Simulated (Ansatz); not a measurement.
## Computed paths: interstitial Cu in rock-salt TiN, neutral cell

Defect: interstitial Cu in rock-salt TiN, neutral cell. All values below come from PBE, PAW (plane waves to 420 eV; Ansatz, a program for electronic structure).

Cell of 64 host sites held at the relaxed PBE lattice; a 2×2×2 k-point mesh shifted by half a step; Fermi-Dirac width 0.10 eV, spin-restricted; finite-size errors left in. Energies are static. Sites that were not tried may lie lower.

Barriers: single points on a 4×4×4 k-point mesh shifted by half a step at the bands' geometries.

```json
[
 {"Route": "several atoms move together, Cu the farthest", "Start site over the lowest site run (eV)": "0.00", "Hop (Å)": "2.12", "Forward barrier (eV)": "1.40", "Backward barrier (eV)": "1.40", "Neighbours at the start": "4 N at 1.93; 4 Ti at 2.21 Å", "Neighbours at the saddle": "2 N at 1.75; 2 Ti at 2.08 Å", "Saddle order": "not checked, on a symmetry element", "Forward, on the band's own sampling (eV)": "1.35"}
]
```

Paths come from CI-NEB runs.  A band can be held on a symmetry element, so unchecked saddle points there may be too high.
